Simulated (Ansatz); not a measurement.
Reference: Li₃OCl (Pm-3m), PBEsol, rigid bands (plane waves, PAW, scalar-relativistic; Ansatz, a quantum-chemistry and plane-wave program); geometry: cell and atoms relaxed with PBEsol.

```xyz
5
Lattice="3.8396 0.0000 0.0000 0.0000 3.8396 0.0000 0.0000 0.0000 3.8396" Properties=species:S:1:pos:R:3 pbc="T T T"
Li     0.0000     1.9198     1.9198
Li     1.9198     0.0000     1.9198
Li     1.9198     1.9198     0.0000
Cl     0.0000     0.0000     0.0000
O      1.9198     1.9198     1.9198
```

| Quantity | Result |
|---|---|
| band gap | 4.75 eV |
| electron conductivity mass | 0.47 mₑ |
| Seebeck coefficient, n-type 1e19 cm⁻³ | -308 μV/K |

### Question
Replace Cl by Br on the same sites and relax. What happens?

### Answer
Li$_{3}$OBr (Pm-3m): volume per atom 11.3 to 12.2 Å³; band gap falls (4.75 eV to 4.32 eV); electron conductivity mass falls (0.47 mₑ to 0.40 mₑ); Seebeck coefficient, n-type 1e19 cm⁻³ stays about the same (-308 μV/K to -297 μV/K).

Moves up to 5 % count as about the same. Masses are for dilute carriers at 300 K, harmonic means over directions unless an axis is named. Seebeck coefficients are for the stated density at 300 K, with one relaxation time for all states and whether or not that doping can be reached. Spin-orbit coupling is left out.

Computed structure with no diffraction record at hand here (it may be known, metastable or hypothetical): Li3OBr (Pm-3m), Li3OCl (Pm-3m).
